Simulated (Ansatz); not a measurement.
# YbAl3 (Pm-3m, No. 221; cell taken from a computed entry)

These are r²SCAN in Ansatz (plane waves, PAW) values and carry that method's errors.

Numerical settings: plane-wave cutoff 500 eV, 14×14×14 k mesh, Fermi–Dirac smearing 0.1 eV, no spin polarisation, scalar-relativistic PAW data made under PBE.

Cell (relaxed at this level):

```
CELL_PARAMETERS angstrom
      4.19881     0.00000     0.00000
      0.00000     4.19881     0.00000
      0.00000     0.00000     4.19881
ATOMIC_POSITIONS crystal
  Yb 0.00000 0.00000 0.00000
  Al 0.00000 0.50000 0.50000
  Al 0.50000 0.00000 0.50000
  Al 0.50000 0.50000 0.00000
```

- volume per atom = 18.51 Å³/atom
- equilibrium lattice constant a = 4.199 Å

Note: the relaxation could not lower the start's symmetry, so the cell can be a saddle point above a distorted one; the 4f shell is treated without U or exact exchange, so its levels and filling can be wrong.

Spin–orbit coupling is not included.

Static lattice: no zero-point or thermal effects.

The result took roughly 2.4 core-minutes.

Ansatz is a quantum-chemistry and plane-wave program.
